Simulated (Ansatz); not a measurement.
# A computed series for Ta5Si3: response to strain

Start from Ta5Si3 (space group I4/mcm, No. 140; a = 6.504 Å, c = 11.814 Å). Axes: x, y, z lie along a, b, c of the conventional cell.

Strains are applied to the cell and any free atomic positions relax; under biaxial strain the out-of-plane vector relaxes too.

All numbers come from PBEsol/PAW in Ansatz (a quantum-chemistry and plane-wave program), spin-orbit coupling left out.

Notes on the quantities. energy relative to the base: free energy F; pressure: mean of the normal stresses, compression positive.

```csv
case,energy relative to the base,volume per atom,pressure,space group
base,0 meV/atom,15.62 Å³,0.0 GPa,I4/mcm (No. 140)
"biaxial strain −3.20 %, plane normal [001], relaxed out of plane",+46 meV/atom,15.04 Å³,10.2 GPa,I4/mcm (No. 140)
"biaxial strain +1.49 %, plane normal [001], relaxed out of plane",+9.3 meV/atom,15.91 Å³,-4.2 GPa,I4/mcm (No. 140)
uniaxial strain ε_xx = +3.00 %,+18 meV/atom,16.08 Å³,-6.3 GPa,Ibam (No. 72)
tensor shear ε_xz = +2.31 %,+15 meV/atom,15.61 Å³,0.5 GPa,C2/c (No. 15)
```

Without a gap, meshes like the base's 8×8×8 leave anisotropic stresses uncertain by several tenths of a GPa, and small strain energies with them. No phonon test of stability was made. All final runs are without spin polarisation.
